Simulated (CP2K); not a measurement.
Band structure of CoBiO3 (P4mm, 5 atoms in the cell).

```
CoBiO3
1.0
    3.71587     0.00000     0.00000
    0.00000     3.71587     0.00000
    0.00000     0.00000     4.01158
Co Bi O
1 1 3
Direct
  0.50000   0.50000   0.62281
  0.00000   0.00000   0.05096
  0.50000   0.00000   0.69608
  0.00000   0.50000   0.69608
  0.50000   0.50000   0.16257
```

Method: PBEsol, GPW, DZVP-MOLOPT-PBE-GTH basis, GTH-PBE potentials (POTENTIAL_UZH) run with CP2K 2026.2.

Settings: CUTOFF = 650 Ry; REL_CUTOFF = 50 Ry; SMEAR/METHOD = FERMI_DIRAC; ELECTRONIC_TEMPERATURE = 1160.45 K; KPOINTS/SCHEME = MONKHORST-PACK 9 9 9; XC_FUNCTIONAL = PBE:PBESOL; Co/BASIS_SET = DZVP-MOLOPT-PBE-GTH-q17; Co/POTENTIAL = GTH-PBE-q17; Bi/BASIS_SET = DZVP-MOLOPT-PBE-GTH-q5; Bi/POTENTIAL = GTH-PBE-q5; O/BASIS_SET = DZVP-MOLOPT-PBE-GTH-q6; O/POTENTIAL = GTH-PBE-q6; METHOD = GPW; EPS_DEFAULT = 1e-10.

The starting cell comes from a database of computed structures (which also holds hypothetical and non-ambient phases and stackings), without a prior relaxation at this level. Its lattice was rescaled by a random factor within 2.5 % of one. Spin-orbit coupling is off. Spin polarisation is off, so a magnetic state, if there is one, cannot be reached. Values carry the incompleteness of an atom-centred basis. The potentials were made for another functional than the one used.

Levels in eV from the Fermi level, bands 17 to 22:
| point | 17 | 18 | 19 | 20 | 21 | 22 |
|---|---|---|---|---|---|---|
| Γ | -2.87 | -1.66 | -0.78 | -0.78 | -0.11 | -0.07 |
| X | -1.24 | -0.67 | -0.38 | -0.36 | -0.27 | 0.83 |
| M | -1.95 | -0.43 | -0.29 | -0.28 | -0.28 | 3.14 |
| Z | -2.23 | -1.64 | -0.22 | -0.22 | -0.11 | 0.62 |
| R | -1.73 | -0.45 | -0.15 | 0.10 | 0.40 | 2.58 |
| A | -1.69 | -0.63 | -0.63 | -0.32 | 2.41 | 3.13 |

Bands cross the Fermi level along this path, so the cell is metallic at this level.

Higher empty bands are left out: an atom-centred basis made for the valence describes them poorly.
